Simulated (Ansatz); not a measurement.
**WS$_{2}$ in the 2H-MoS2 type structure (space group P6_3/mmc, No. 194; layered, stacked along the Cartesian z axis)**

```yaml
crystal:
  lattice:
    - [3.15429, 0.00000, 0.00000]
    - [-1.57715, 2.73170, 0.00000]
    - [0.00000, 0.00000, 12.14086]
  atoms:
    - { symbol: W, position: [0.33333, 0.66667, 0.25000] }
    - { symbol: W, position: [0.66667, 0.33333, 0.75000] }
    - { symbol: S, position: [0.33333, 0.66667, 0.62030] }
    - { symbol: S, position: [0.66667, 0.33333, 0.12030] }
    - { symbol: S, position: [0.66667, 0.33333, 0.37970] }
    - { symbol: S, position: [0.33333, 0.66667, 0.87970] }
```

Level of theory: Ansatz (a program for electronic structure), PBE-D3(BJ), PAW, cutoff 420 eV, no SOC, earlier PAW set. k-mesh 12×12×3 (Γ-centred); smearing 0.05 eV (Fermi–Dirac).

The volume per atom is 17.44 Å³ and the density is 7.87 g/cm³. The band gap is 0.88 eV, indirect, Γ → K–Γ (47 % along), the hole mass is 0.89 mₑ along c, 0.56 mₑ across and the total energy comes out as -4064.586 eV/atom (σ→0; compares only within this code and set-up).

Spin-orbit coupling, missing from the scalar runs, can matter with W. Masses are band curvatures over ±0.01 Å⁻¹ around the edge. Whether these cells are dynamically stable was not tested.
